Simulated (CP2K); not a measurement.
# Input and output of a self-consistent single point for K2Pt (I4mm, 3 atoms in the cell) (CP2K)

Computed with LDA (Pade form), GPW, DZVP-MOLOPT-SR-GTH basis, GTH-PADE potentials (GTH_POTENTIALS) (CP2K 2026.2).

Input:

```
&GLOBAL
  PROJECT scf
  RUN_TYPE ENERGY_FORCE
  PRINT_LEVEL MEDIUM
&END GLOBAL
&FORCE_EVAL
  METHOD Quickstep
  STRESS_TENSOR ANALYTICAL
  &DFT
    BASIS_SET_FILE_NAME BASIS_MOLOPT
    POTENTIAL_FILE_NAME GTH_POTENTIALS
    &QS
      METHOD GPW
      EPS_DEFAULT 1E-10
    &END QS
    &MGRID
      CUTOFF 500
      REL_CUTOFF 60
      NGRIDS 5
    &END MGRID
    &SCF
      SCF_GUESS ATOMIC
      EPS_SCF 1E-6
      MAX_SCF 100
      ADDED_MOS 7
      &DIAGONALIZATION
        ALGORITHM STANDARD
      &END DIAGONALIZATION
      &MIXING
        METHOD BROYDEN_MIXING
        ALPHA 0.2
        NBUFFER 10
      &END MIXING
      &SMEAR ON
        METHOD FERMI_DIRAC
        ELECTRONIC_TEMPERATURE [K] 580.23
      &END SMEAR
    &END SCF
    &KPOINTS
      SCHEME MONKHORST-PACK 3 3 3
    &END KPOINTS
    &XC
      &XC_FUNCTIONAL PADE
      &END XC_FUNCTIONAL
    &END XC
    &PRINT
      &MO
        EIGENVALUES T
        OCCUPATION_NUMBERS T
        NDIGITS 8
        FILENAME mo
        &EACH
          QS_SCF 0
        &END EACH
        ADD_LAST NUMERIC
      &END MO
      &MULLIKEN ON
      &END MULLIKEN
    &END PRINT
  &END DFT
  &SUBSYS
    &CELL
      A 5.33175600 0.00000000 0.00000000
      B 2.66587800 4.61743600 0.00000000
      C 2.66587800 1.53914500 4.35336100
      PERIODIC XYZ
    &END CELL
    &COORD
      SCALED
      K        0.75000000     0.75000000     0.75000000
      K        0.25000000     0.25000000     0.25000000
      Pt       0.00663100     0.00663100    -0.00663100
    &END COORD
    &KIND K
      BASIS_SET DZVP-MOLOPT-SR-GTH-q9
      POTENTIAL GTH-PADE-q9
    &END KIND
    &KIND Pt
      BASIS_SET DZVP-MOLOPT-SR-GTH-q18
      POTENTIAL GTH-PADE-q18
    &END KIND
  &END SUBSYS
  &PRINT
    &FORCES ON
    &END FORCES
    &STRESS_TENSOR ON
    &END STRESS_TENSOR
  &END PRINT
&END FORCE_EVAL
```

Output, abridged:

```
 GLOBAL| Method name                                                        CP2K
 GLOBAL| Project name                                                        scf
 GLOBAL| Run type                                                   ENERGY_FORCE

 CELL| Volume [angstrom^3]:                                           107.175578
 CELL| Vector a [angstrom]:       5.332     0.000     0.000   |a| =     5.331756
 CELL| Vector b [angstrom]:       2.666     4.617     0.000   |b| =     5.331756
 CELL| Vector c [angstrom]:       2.666     1.539     4.353   |c| =     5.331756
 CELL| Angle (b,c), alpha [degree]:                                    60.000005
 CELL| Angle (a,c), beta  [degree]:                                    60.000002
 CELL| Angle (a,b), gamma [degree]:                                    59.999999
 CELL| Numerically orthorhombic:                                              NO
 CELL| Periodicity                                                           XYZ

 DFT| Spin restricted Kohn-Sham (RKS) calculation                            RKS
 DFT| Multiplicity                                                             1
 DFT| Number of spin states                                                    1
 DFT| Charge                                                                   0
 DFT| XC density smoothing                                                  NONE
 DFT| XC derivatives                                                          PW

 QS| Method:                                                                 GPW
 QS| Density plane wave grid type                        NON-SPHERICAL FULLSPACE
 QS| Number of grid levels:                                                    5
 QS| Density cutoff [a.u.]:                                                250.0
 QS| Multi grid cutoff [a.u.]: 1) grid level                               250.0
   [... lines left out ...]
 BRILLOUIN| Wavefunction type                                            COMPLEX
 BRILLOUIN| List of Kpoints [2 Pi/Bohr]                                       14
 BRILLOUIN| Number           Weight            X              Y              Z
 BRILLOUIN|     1           0.07407       -0.33333       -0.33333       -0.33333
 BRILLOUIN|     2           0.07407       -0.33333       -0.33333        0.00000
 BRILLOUIN|     3           0.07407       -0.33333       -0.33333        0.33333
   [... 11 lines left out ...]
 *******************************************************************************

 Extrapolation method: initial_guess

 Re-scaling the density matrix to get the right number of electrons
                  # Electrons              Trace(P)               Scaling factor
                           36                36.000                        1.000

 Number of electrons:                                                         36
 Number of occupied orbitals:                                                 18
 Number of molecular orbitals:                                                25

 Number of orbital functions:                                                 54
 Number of independent orbital functions:                                     54
 SCF WAVEFUNCTION OPTIMIZATION

  Step     Update method      Time    Convergence         Total energy    Change
     1 NoMix/Diag. 0.20E+00      -     2.03709680      -177.4011012926 -1.77E+02
     2 Broy./Diag. 0.20E+00      -     0.05933414      -176.9704774123  4.31E-01
     3 Broy./Diag. 0.20E+00      -     0.06104280      -177.2702605387 -3.00E-01
     4 Broy./Diag. 0.20E+00      -     0.03652031      -177.2466498051  2.36E-02
     5 Broy./Diag. 0.20E+00      -     0.01488676      -177.0093594205  2.37E-01
     6 Broy./Diag. 0.20E+00      -     0.00874365      -177.1855606782 -1.76E-01
     7 Broy./Diag. 0.20E+00      -     0.00378679      -177.1586410246  2.69E-02
   [... 2 lines left out ...]
    10 Broy./Diag. 0.20E+00      -     0.00011556      -177.1814485079 -3.31E-03
    11 Broy./Diag. 0.20E+00      -     0.00006866      -177.1804109867  1.04E-03
    12 Broy./Diag. 0.20E+00      -     0.00002928      -177.1809788248 -5.68E-04
    13 Broy./Diag. 0.20E+00      -     0.00000137      -177.1811417304 -1.63E-04
    14 Broy./Diag. 0.20E+00      -     0.00000083      -177.1811629608 -2.12E-05
  *** SCF run converged in    14 steps ***

  Electronic density on regular grids:        -35.9999999996        0.0000000004
  Core density on regular grids:               35.9999999978       -0.0000000022
  Total charge density on r-space grids:       -0.0000000018
  Total charge density g-space grids:          -0.0000000018

  Overlap energy of the core charge distribution:               0.00000000000000
  Self energy of the core charge distribution:               -297.04581573789369
  Core Hamiltonian energy:                                     67.69445226438596
  Hartree energy:                                              72.28450955521076
  Exchange-correlation energy:                                -20.11430904155794
  Electronic entropic energy:                                  -0.00000000091805
  Fermi energy:                                                 0.13464408203397

  Total energy:                                              -177.18116296077295
  Total energy (extrapolated to T->0):                       -177.18116296031391

                     Mulliken Population Analysis

 #  Atom  Element  Kind  Atomic population                           Net charge
       1     K        1          8.689573                              0.310427
       2     K        1          8.689573                              0.310427
       3     Pt       2         18.620854                             -0.620854
 # Total charge                             36.000000                  0.000000

 ENERGY| Total FORCE_EVAL ( QS ) energy [hartree]           -177.181161543295360

 FORCES| Atomic forces [hartree/bohr]
 FORCES|   Atom     x               y               z               |f|
 FORCES|      1  4.75947268E-04  2.74797791E-04 -3.88615194E-04   6.73098356E-04
 FORCES|      2  4.75947343E-04  2.74778902E-04 -3.88605763E-04   6.73085253E-04
 FORCES|      3 -9.51881039E-04 -5.49568858E-04  7.77209622E-04   1.34616427E-03
 FORCES| Sum     1.35716970E-08  7.83557514E-09 -1.13352464E-08
 FORCES| Total atomic force                                       1.93410188E-08

 STRESS| Analytical stress tensor [bar]
 STRESS|                        x                   y                   z
 STRESS|      x       -1.71388373125E+04  -2.54567078832E+01   3.60037892570E+01
 STRESS|      y       -2.54567078832E+01  -1.71096393384E+04   2.08350552453E+01
 STRESS|      z        3.60037892570E+01   2.08350552453E+01  -1.71243599089E+04
 STRESS| 1/3 Trace                                            -1.71242788533E+04
```

The run converged in 14 iterations.

The starting cell comes from a database of computed structures (which also holds hypothetical and non-ambient phases and stackings), without a prior relaxation at this level. Its lattice was rescaled by up to half a per cent. One atom was moved a little off its site on purpose. Values carry the incompleteness of an atom-centred basis.
